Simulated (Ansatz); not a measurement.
The reference is WSi₂ (space group I4/mmm, No. 139; relaxed with 0.1 eV smearing).

```
CELL_PARAMETERS angstrom
     -1.60572     1.60572     3.90242
      1.60572    -1.60572     3.90242
      1.60572     1.60572    -3.90242
ATOMIC_POSITIONS crystal
  W  0.00000 0.00000 0.00000
  Si 0.33482 0.33482 0.00000
  Si 0.66518 0.66518 0.00000
```

Cartesian axes are those of the cell as printed.

Calculations: r2SCAN in Ansatz (plane waves to 500 eV, PAW, without spin-orbit coupling).

One thing is altered: uniaxial stress, 8 GPa tension along z, with the cell and atoms free to relax against it.

**Question.** Estimate the effect on the energy relative to the base.

**Answer.** The energy increases by 5.4 meV/atom.

**Question.** Estimate the effect on the secant Young's modulus along z.

**Answer.** The secant Young's modulus along z is 510 GPa.

Load acts through the strain it causes; cell and atoms are relaxed under it. Stability under load was not tested beyond the relaxation. The final runs are not spin-polarised.

Ansatz is an electronic-structure program.
